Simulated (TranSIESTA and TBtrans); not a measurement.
System: In chain with one H atom inserted. Leads: straight In chain, spacing 2.755 Å. Geometry: 3 atoms about the centre moved by SIESTA (PBE, DZP) to a largest force of 0.01 eV/Å, all others as built, motion along the axis alone. Transport runs along z; the first 4 and the last 4 of the 15 atoms are the lead cells, repeated to infinity.

```xyz
15
Lattice="9.000 0.000 0.000 0.000 9.000 0.000 0.000 0.000 39.515" Properties=species:S:1:pos:R:3 pbc="F F T"
In     4.500     4.500     0.000
In     4.500     4.500     2.755
In     4.500     4.500     5.510
In     4.500     4.500     8.265
In     4.500     4.500    11.020
In     4.500     4.500    13.775
In     4.500     4.500    16.517
H      4.500     4.500    18.380
In     4.500     4.500    20.243
In     4.500     4.500    22.985
In     4.500     4.500    25.740
In     4.500     4.500    28.495
In     4.500     4.500    31.250
In     4.500     4.500    34.005
In     4.500     4.500    36.760
```

Run with TranSIESTA and TBtrans (open boundaries, self-consistent; PseudoDojo norm-conserving potentials, scalar-relativistic): PAO.BasisSize DZP, PAO.EnergyShift 0.15 eV, XC.Authors PBE, Mesh.Cutoff 200 Ry, ElectronicTemperature 300 K, TS.Voltage 0.0 eV, TBT.Elecs.Eta 0.001 eV, no spin polarisation.

Energies count from the leads' Fermi level. Transmissions are for one spin of a degenerate pair. The energy step is 0.01 eV; narrower resonances are cut or missed.

```
E (eV)     T
------  ----
-0.20   1.74
-0.15   2.31
-0.10   2.54
-0.05   2.61
0.00    2.60
0.05    2.56
0.10    2.49
0.15    2.42
0.20    2.35
```

### Question
Give the zero-bias conductance in μS and the resistance at 300 K.

### Answer
At the Fermi level T = 2.60. Averaged with −∂f/∂E over the full grid (kT = 25.9 meV) it is 2.58. With G0 = 2e²/h = 77.48 μS, G = 200 μS and R = 1/G = 5.00 kΩ.

### Question
The eigenchannels at the Fermi level transmit 0.982, 0.810, 0.810. What Fano factor of the shot noise follows at low temperature and bias?

### Answer
F = Σ τ(1 − τ)/Σ τ = 0.325/2.60 = 0.13.

The straight chain is held at its spacing; free chains may zigzag or dimerise. No spin-polarised start was tried, so a magnetic state, if there is one, is missed.
